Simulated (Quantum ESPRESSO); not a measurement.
Checking a run of Quantum ESPRESSO on Na2SrSn4 (C2/c, 14 atoms in the cell). The aim is a self-consistent single point with DFT, PBEsol, plane waves, GBRV 1.5 ultrasoft (PBESOL) pseudopotentials.

Cell that was meant: a = 10.0730 Å, b = 10.0730 Å, c = 6.6511 Å, α = 93.71°, β = 93.71°, γ = 38.83°.

Part of the input:

```fortran
   ecutrho = 200
   occupations = 'smearing'
   smearing = 'mp'
   degauss = 0.272
/
&ELECTRONS
   conv_thr = 1.0e-11
```

Log, with long lists cut:

```
     Message from routine setup:
     using ibrav=0 with symmetry is DISCOURAGED, use correct ibrav instead
     G-vector sticks info
   [... lines left out ...]
        k(    8) = (   0.3534330   0.0000000  -0.4817101), wk =   0.1481481
        k(    9) = (  -0.0000000  -1.0027374  -0.0000000), wk =   0.1481481
        k(   10) = (  -0.0000000  -1.0027374   0.5060217), wk =   0.2962963

     Dense  grid:   136093 G-vectors     FFT dimensions: (  90,  90,  60)

     Smooth grid:    97465 G-vectors     FFT dimensions: (  80,  80,  54)

     Initial potential from superposition of free atoms

     starting charge     159.9124, renormalised to     168.0000

     negative rho (up, down):  1.310E-01 0.000E+00
     Self-consistent Calculation

     iteration #  1     ecut=    40.00 Ry     beta= 0.70

     negative rho (up, down):  1.233E-01 0.000E+00

     total energy              =   -1789.91022832 Ry
     estimated scf accuracy    <       6.59734721 Ry

     iteration #  2     ecut=    40.00 Ry     beta= 0.70

     negative rho (up, down):  1.239E-01 0.000E+00

     total energy              =   -1788.84161497 Ry
     estimated scf accuracy    <      13.54811367 Ry

     iteration #  3     ecut=    40.00 Ry     beta= 0.70

     negative rho (up, down):  1.255E-01 0.000E+00

     total energy              =   -1791.56578935 Ry
     estimated scf accuracy    <       6.54054271 Ry

   [... 13 blocks of this kind left out ...]

     iteration # 17     ecut=    40.00 Ry     beta= 0.70

     negative rho (up, down):  1.279E-01 0.000E+00

     total energy              =   -1792.42751925 Ry
     estimated scf accuracy    <          2.5E-11 Ry

     iteration # 18     ecut=    40.00 Ry     beta= 0.70

     negative rho (up, down):  1.279E-01 0.000E+00
     End of self-consistent calculation

     the Fermi energy is     7.3627 ev

!    total energy              =   -1792.42751923 Ry
     estimated scf accuracy    <          3.1E-12 Ry
     smearing contrib. (-TS)   =      -0.47378843 Ry
     internal energy E=F+TS    =   -1791.95373080 Ry

     convergence has been achieved in  18 iterations

     negative rho (up, down):  1.279E-01 0.000E+00

     Forces acting on atoms (cartesian axes, Ry/au):

     atom    1 type  1   force =    -0.00031792   -0.00011360   -0.00060672
     atom    2 type  1   force =     0.00031792   -0.00011360    0.00060672
     atom    3 type  1   force =     0.00031792    0.00011360    0.00060672
     atom    4 type  1   force =    -0.00031792    0.00011360   -0.00060672
   [... lines left out ...]
     Total force =     0.047811     Total SCF correction =     0.000007
   [... lines left out ...]

     negative rho (up, down):  1.279E-01 0.000E+00
          total   stress  (Ry/bohr**3)                   (kbar)     P=       15.47
   0.00013023   0.00000000  -0.00000391           19.16        0.00       -0.58
   0.00000000   0.00010441   0.00000000            0.00       15.36        0.00
  -0.00000391   0.00000000   0.00008087           -0.58        0.00       11.90

   JOB DONE.
```

Problem. Can these results be used? Check the input.

Solution. The run is not sound. The fault is an energy in the wrong unit. A bare number is read in the key's own unit, and eV, Ry (13.6 eV) and Ha (27.2 eV) lie far apart, so the setting ends up far from the one that was meant. To fix it, convert the value to the unit that the key expects. The run converged in 18 iterations without an error; against the sound input the free energy goes up by 16.7 meV/atom, the pressure goes from -0.68 to 1.55 GPa and the largest force goes from 0.087 to 0.526 eV/Å.

An input that runs soundly differs in these lines (not the only fix; some lines may just follow from the change or write a value another way):
```diff
-   degauss = 0.272
+   degauss = 0.019992
```

With that input, the run converged in 15 iterations: free energy E − TS -24387.4527 eV; Fermi level (on the code's own zero) 7.15 eV; pressure -0.68 GPa; largest force (vector length) 0.087 eV/Å (DFT, PBEsol, plane waves, GBRV 1.5 ultrasoft (PBESOL) pseudopotentials).

On the sound input: the starting cell comes from a database of published, mostly measured structures (it also holds non-ambient and calculated ones), without a prior relaxation at this level.
